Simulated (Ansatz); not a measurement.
TePt (model structure, within 0.1 Å of Pm-3m, No. 221, 4 atoms in the cell): bulk modulus by level of theory

No measured value is used here.

```json
[
 {"level (code)": "LDA (Ansatz)", "value (GPa)": "?", "cell (Å³/atom)": "19.17"},
 {"level (code)": "PBEsol (Ansatz)", "value (GPa)": "148", "cell (Å³/atom)": "19.52"},
 {"level (code)": "r²SCAN (Ansatz)", "value (GPa)": "133", "cell (Å³/atom)": "20.13"}
]
```

Question: Some entries are withheld; supply them.

Answer: 
- LDA (Ansatz, an electronic-structure program), value (GPa): 157

Density-functional levels without +SOC have no spin–orbit coupling. LDA, PBEsol, r²SCAN: the bulk modulus is −V dP/dV from two relaxed cells at ±2 % in volume. Each level is taken at its own relaxed cell. Cutoffs differ between the levels. Ansatz's density-functional and Hartree–Fock values are scalar-relativistic unless marked +SOC, with PAW data made under PBE.

A model structure was made by putting elements into a prototype or built by hand; it is no filed structure, need not be a known phase, and can be a saddle point held by its symmetry.
